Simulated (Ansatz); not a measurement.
For TaO2 (P4₂/mnm, No. 136, 6 atoms in the cell; start mp-20994), PBEsol (Ansatz, a quantum-chemistry and plane-wave program, PAW) gives:

| Quantity | Value |
|---|---|
| equilibrium lattice constant a | 4.951 Å |
| c axis length | 2.850 Å |
| bulk modulus B0 | 273 GPa |
| cohesive energy | 7.90 eV/atom |

### Question
What does r²SCAN (Ansatz, plane waves, PAW) give for the same quantities?

### Answer

- lattice constant a: 4.962 Å (grows by 0.2 %)
- lattice parameter c: 2.855 Å (grows by 0.2 %)
- bulk modulus: 279 GPa (rises by 2.2 %)
- cohesive energy: 7.35 eV/atom (shrinks by 0.55 eV/atom)

Changes are worked out from the printed values.

Unless a cell is named, each level is at its own relaxed cell (PBEsol 11.65, r²SCAN 11.71 Å³/atom).

Levels without +SOC leave out spin–orbit coupling, which shifts energies and cells of such heavy elements.

Caveats: the bulk modulus is −V dP/dV from two relaxed cells at ±2 % in volume (PBEsol, r²SCAN); the relaxation could not lower the start's symmetry, so the cell can be a saddle point above a distorted one (PBEsol, r²SCAN). Ansatz's density-functional and Hartree–Fock values are scalar-relativistic unless marked +SOC, with PAW data made under PBE.

A start named mp-… is a Materials Project structure, which need not be a measured phase.
